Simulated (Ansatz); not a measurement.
Take BaTiO3 (space group P4mm, No. 99; a = 3.972 Å, c = 4.113 Å) as the base. Axes: x, y, z lie along a, b, c of the conventional cell.

The values are results of Ansatz (a quantum-chemistry and plane-wave program), r2SCAN, PAW, cutoff 500 eV, scalar-relativistic without spin-orbit coupling, not measurements.

Perturbation: the symmetric strain tensor [0.0195 0.0046 0.0043; 0.0046 0.0048 0.0076; 0.0043 0.0076 -0.0152], atoms relaxed at fixed cell.

Q: How does this affect the largest internal atomic displacement?

A: The largest internal atomic displacement comes out as 0.119 Å.

Q: What happens to the energy relative to the base?

A: The energy falls by 0.8 meV/atom.

Q: How does this affect the stress?

A: The stress (xx, yy, zz, yz, xz, xy; compression positive) is (-0.56, 0.02, -0.49, -1.39, -0.36, -0.65) GPa.

No phonon test of stability was made. The final runs are not spin-polarised. Under strain tensor (xx, yy, zz, yz, xz, xy) = (+1.95, +0.48, −1.52, +0.76, +0.43, +0.46) % the cell ends below the base's energy or with stress of the wrong sign: the atoms slid into a distortion or the cell is elastically unstable, so the base is not a stable minimum at this level.
